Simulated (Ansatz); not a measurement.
System: B2CO (model structure, P-4m2, No. 115, 4 atoms in the cell). Method: G0W0@PBEsol in Ansatz (hard PAW, contour deformation).

The cell is the one relaxed with PBEsol. Conventional cell: a = 2.6448 Å, b = 2.6448 Å, c = 3.6513 Å, α = 90.00°, β = 90.00°, γ = 90.00°.

The quasiparticle gap at Γ at a fixed k mesh 4×4×4:

| response cutoff | value (eV) |
|---|---|
| 150 eV, 196 empty bands | 3.873 |
| 200 eV, 301 empty bands | 3.972 |
| 250 eV, 421 empty bands | 4.028 |
| 300 eV, 554 empty bands | 4.058 |

Q: Taking the value to converge with the response cutoff E as E^(−3/2), extrapolate from the last two rows.

A: With y = y∞ + c/w and weights w = 3953 and 5196 for the last two rows, y∞ = (w2 y2 − w1 y1)/(w2 − w1) = (5196 × 4.058 − 3953 × 4.028)/1243 = 4.153 eV, which lies 0.095 beyond the last row. Successive pairs of rows give 4.156, 4.169, 4.153. The limit also hangs on the law assumed, so its last digits aren't firm.

The other settings are not extrapolated, so this is the limit in one setting alone.

At the last cutoff the smallest gap on this mesh is 3.30 eV, with an edge away from Γ.

A model structure was made by putting elements into a prototype or built by hand; it is no filed structure, need not be a known phase, and can be a saddle point held by its symmetry.

Ansatz is a program for electronic structure.
